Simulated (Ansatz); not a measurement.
A hypothetical phase is included: elements placed on a structure type, which no database files for this compound.

Inside the gap of an insulator the Bloch states are evanescent, with a wavenumber k + iκ along the transport direction.

Consider the following.

```
GaN
1.0
    3.13692     0.00000     0.00002
    0.00000     7.39576     0.00000
    1.56844     0.00000     2.71667
Ga N
3 3
Cartesian
  2.35269   3.69788   1.35834
  0.78423   1.23263   1.35834
  1.56845   6.16313   0.00001
  2.35268   0.00000   1.35835
  0.78422   4.93051   1.35833
  1.56847   2.46525   0.00001
```

The cell was relaxed by PBE-D3(BJ); by r2SCAN it stands under a pressure of -2.3 GPa.

Transport runs along the normal of the first two printed cell vectors, the (100) plane of the conventional cell.

The gap is the functional's own. No spin-orbit coupling. Mid-gap values are those at the computed energy nearest the middle.

**Question.** Give the band gap and the smallest decay constant κ at mid-gap that r2SCAN (Ansatz, an electronic-structure program) yields.

**Answer.** Gap 1.80 eV on a 12×4×12 mesh; κ = 0.140 1/Å, at the zone centre.
